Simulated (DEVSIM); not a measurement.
**abrupt Si p-n junction**

System: abrupt Si p-n junction, at 300 K.

| layer (left to right) | material | thickness (μm) | Nd (cm⁻³) | Na (cm⁻³) | τn (s) | τp (s) |
|---|---|---|---|---|---|---|
| 1 | Si | 32.0 | - | 8.5e15 | 7.4e-5 | 7.4e-5 |
| 2 | Si | 25.0 | 2.1e17 | - | 7.4e-5 | 7.4e-5 |

Left contact: ohmic. Right contact: ohmic. Voltage is applied to the left contact. Recombination: SRH at mid-gap, Auger. Mobility is μmin + (μ − μmin)/(1 + (N/Nref)^α).

Constants are typed, rounded textbook-type inputs, not results; the design itself was drawn at random and stands for no fabricated device. Values at 300 K.

| parameter | Si |
|---|---|
| gap (eV) | 1.124 |
| affinity (eV) | 4.05 |
| permittivity | 11.7 |
| Nc (cm⁻³) | 2.86e19 |
| Nv (cm⁻³) | 3.1e19 |
| μn (cm²/Vs) | 1417 |
| μp (cm²/Vs) | 470 |
| μn,min | 52 |
| μp,min | 45 |
| Nref,n | 9.7e16 |
| Nref,p | 2.2e17 |
| αn | 0.68 |
| αp | 0.72 |
| Cn (cm⁶/s) | 2.8e-31 |
| Cp (cm⁶/s) | 9.9e-32 |

Model (solved in DEVSIM): 1D drift-diffusion, Boltzmann statistics, complete ionisation; no tunnelling, impact ionisation, image-force lowering or self-heating.

The potential step across the device at zero bias comes out as 0.785 V and the largest field in the device at zero bias is 45000 V/cm. The dark forward voltage at 1 A/cm² is 0.636 V and the dark forward voltage at 100 A/cm² comes out as 0.803 V.

Dark forward current:

| V (V) | J (A/cm²) |
|---|---|
| 0.05 | 1.9e-10 |
| 0.10 | 1.2e-9 |
| 0.20 | 5.1e-8 |
| 0.25 | 3.5e-7 |
| 0.30 | 2.4e-6 |
| 0.35 | 1.6e-5 |
| 0.45 | 0.00078 |
| 0.50 | 0.0054 |
| 0.55 | 0.037 |
| 0.60 | 0.26 |
| 0.70 | 9.0 |
| 0.75 | 35 |
| 0.80 | 96 |
| 0.85 | 200 |
| 0.95 | 540 |
| 1.00 | 760 |
| 1.05 | 1000 |
| 1.10 | 1300 |
| 1.20 | 2000 |
| 1.25 | 2400 |

Small-signal capacitance in reverse bias (quasi-static):

```csv
V (V),C (nF/cm²)
-0.1,28.6
-0.25,26.3
-0.5,23.5
-0.75,21.4
-1,19.8
-1.5,17.4
-2,15.7
-2.5,14.5
-3.25,13.0
-4,12.0
-5,10.9
```
